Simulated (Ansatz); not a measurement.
## TiO₂ under load (space group I4_1/amd): band-edge transport data

Input:

```
CELL_PARAMETERS angstrom
     -1.91307     1.91307     4.77659
      1.91307    -1.91307     4.77659
      1.91307     1.91307    -4.77659
ATOMIC_POSITIONS crystal
  Ti 0.00000 0.00000 0.00000
  Ti 0.75000 0.25000 0.50000
  O  0.95751 0.45751 0.50000
  O  0.20751 0.20751 0.00000
  O  0.79249 0.79249 0.00000
  O  0.54249 0.04249 0.50000
```

Computed with PBEsol, rigid bands (plane waves, PAW, scalar-relativistic; Ansatz, a first-principles code). Condition of this run: biaxial strain xx = yy = +1.5 %, z clamped. Cell: cell and atoms relaxed with PBEsol, then loaded as said.

```yaml
band_gap: 2.03 eV
electron conductivity mass (300 K, dilute): 0.43 (x), 0.43 (y), 4.1 (z) mₑ
hole conductivity mass (300 K, dilute): 2.2 (x), 2.2 (y), 1.12 (z) mₑ
effective density of states N_c (300 K): 2.1e19 cm⁻³
effective density of states N_v (300 K): 2.1e20 cm⁻³
density_of_states_mass_electrons: 0.89 mₑ
density_of_states_mass_holes: 4.1 mₑ
Seebeck coefficient, n-type 1e19 cm⁻³, 300 K: -282 μV/K
best n-type power factor at 300 K for τ = 10 fs (best axis; densities from 1e16 to 1e21 cm⁻³ tried, whether or not they can be reached): 7.8 μW/(cm·K²) at 1e20 cm⁻³
Seebeck coefficient, p-type 1e19 cm⁻³, 300 K: 477 μV/K
best p-type power factor at 300 K for τ = 10 fs (best axis; densities from 1e16 to 1e21 cm⁻³ tried, whether or not they can be reached): 25 μW/(cm·K²) at 3e20 cm⁻³
```

Rigid bands; masses and Seebeck coefficients take one relaxation time τ for all states and one kind of carrier; polarons and phonon drag are left out. Spin-orbit coupling is left out; where it splits the top of the valence band, N_v and the p-type Seebeck coefficient come out somewhat high without it.
